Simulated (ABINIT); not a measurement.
Band structure of BN (P6_3/mmc, 4 atoms in the cell).

```yaml
crystal:
  lattice:
    - [1.22308, -2.11843, 0.00000]
    - [1.22308, 2.11843, 0.00000]
    - [0.00000, 0.00000, 6.50615]
  atoms:
    - { symbol: B, position: [0.33333, 0.66667, 0.25000] }
    - { symbol: B, position: [0.66667, 0.33333, 0.75000] }
    - { symbol: N, position: [0.66667, 0.33333, 0.25000] }
    - { symbol: N, position: [0.33333, 0.66667, 0.75000] }
```

Level of theory: PBE, norm-conserving pseudopotentials (PseudoDojo nc-sr-05 PBE standard) (plane waves; ABINIT).

Settings: pseudos = [B.upf, N.upf]; ecut = 42 Ha; ixc = 11; occopt = 3; tsmear = 0.05 eV; ngkpt = 10 10 4; nshiftk = 1; shiftk = 0 0 0; potentials = PseudoDojo nc-sr-05 PBE standard; kptopt = 1; nstep = 100; tolvrs1 = 1e-11; ndtset = 2.

The starting cell has typed, rounded lattice constants, without a prior relaxation at this level. Its lattice was rescaled by a random factor within 2.5 % of one.

**Question.** Predict the gap along the standard path and the places of the band edges.

**Answer.** The gap along the path is 4.35 eV, from a point between K and Γ to M; the smallest direct gap on it is 4.84 eV.

Levels in eV from the top of the valence band on the SCF mesh, bands 5 to 12:
```csv
point,5,6,7,8,9,10,11,12
Γ,-1.30,-1.30,-1.26,-1.26,5.37,10.74,12.20,12.20
M,-4.32,-4.25,-1.60,-0.51,4.35,5.87,10.22,10.77
K,-7.28,-7.28,-0.14,-0.14,5.04,5.04,10.94,13.79
A,-1.28,-1.28,-1.28,-1.28,7.92,7.92,12.27,12.27
L,-4.29,-4.29,-1.03,-1.03,4.86,4.86,10.72,10.72
H,-7.28,-7.28,-0.05,-0.05,4.80,4.80,12.25,12.25
```
